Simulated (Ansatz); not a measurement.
Take CsPbCl$_{3}$ in the cubic perovskite structure (space group Pm-3m, No. 221; a = 5.619 Å) as the base. Axes: x, y, z lie along the cube axes.

Perturbation: biaxial strain +1.00 %, plane normal [111], relaxed out of plane (Cartesian); in-plane vectors clamped, the third vector and the atoms free.

The values are results of PBEsol (Ansatz, an electronic-structure program, PAW, no spin-orbit coupling), not measurements.

Question: Give the band edges at the high-symmetry points of the new zone, measured from its valence-band maximum.

Answer: 
```json
[
 {"point": "Γ", "valence edge (eV)": "-2.39", "conduction edge (eV)": "3.28"},
 {"point": "L", "valence edge (eV)": "-1.64", "conduction edge (eV)": "2.94"},
 {"point": "T", "valence edge (eV)": "0.00", "conduction edge (eV)": "1.80"},
 {"point": "P₀", "valence edge (eV)": "-0.02", "conduction edge (eV)": "1.81"},
 {"point": "P₂", "valence edge (eV)": "-0.02", "conduction edge (eV)": "1.81"},
 {"point": "F", "valence edge (eV)": "-0.80", "conduction edge (eV)": "2.42"}
]
```

The gap is 1.80 eV, direct at T.

Spin-orbit coupling, missing from the scalar runs, can matter with Pb. Whether these cells are dynamically stable was not tested. Many cubic perovskites are stable only at high temperature; tilts and polar distortions were not tested. This is not the structure that CsPbCl3 has at room temperature and ambient pressure. k-point labels follow each cell's own Brillouin zone.
